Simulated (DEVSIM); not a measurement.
Structure: Co/SiO2/p-GaSb capacitor, at 300 K.

Layer 1 from the left is SiO2, thickness (nm) 16.0. Layer 2 from the left is GaSb, thickness (nm) 3200, Na (cm⁻³) 3.6e16.

Metal gate on the left, work function 5 eV. Fixed charge at the semiconductor interface -8.4e11 cm⁻² (in units of +e); no interface traps.

The device is made up for the run: typed textbook-type constants, with dimensions and the other settings drawn at random. Values at 300 K.

SiO2: gap (eV) 9, affinity (eV) 0.9, permittivity 3.9. GaSb: gap (eV) 0.726, affinity (eV) 4.06, permittivity 15.7, Nc (cm⁻³) 2.1e17, Nv (cm⁻³) 1.8e19.

Simulated with DEVSIM: 1D Poisson equation in equilibrium, Boltzmann statistics, complete ionisation; no quantum confinement or tunnelling. Metal contacts follow the ideal Schottky-Mott rule: no Fermi-level pinning, no interface dipoles.

### Question
What does the simulation give for the minimum of the low-frequency capacitance?

### Answer
minimum of the low-frequency capacitance 0.0696 μF/cm².
